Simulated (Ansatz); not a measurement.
Reference: BAs (F-43m), r2SCAN with spin-orbit coupling, rigid bands (plane waves, PAW; Ansatz, a quantum-chemistry and plane-wave program); axes and stresses refer to this cell.

```xyz
2
Lattice="0.0000 2.3839 2.3839 2.3839 0.0000 2.3839 2.3839 2.3839 0.0000" Properties=species:S:1:pos:R:3 pbc="T T T"
B      0.0000     0.0000     0.0000
As     1.1920     1.1920     1.1920
```

* **Seebeck coefficient, p-type 1e19 cm⁻³**: 238 μV/K
* **electron conductivity mass**: 0.30 mₑ
* **band gap**: 1.30 eV

Problem. Change: biaxial stress in (111) of -3.2 GPa (compression positive). What happens to Seebeck coefficient, p-type 1e19 cm⁻³, electron conductivity mass, band gap?

Solution. Seebeck coefficient, p-type 1e19 cm⁻³ drops to 219 μV/K; electron conductivity mass moves little, to 0.30 mₑ; band gap moves little, to 1.27 eV.

Masses are for dilute carriers at 300 K, harmonic means over directions unless an axis is named. Seebeck coefficients are for the stated density at 300 K, with one relaxation time for all states and whether or not that doping can be reached. Stresses and pressures are the targets of the relaxation.  The structure type is held under load, also where the real crystal would transform.
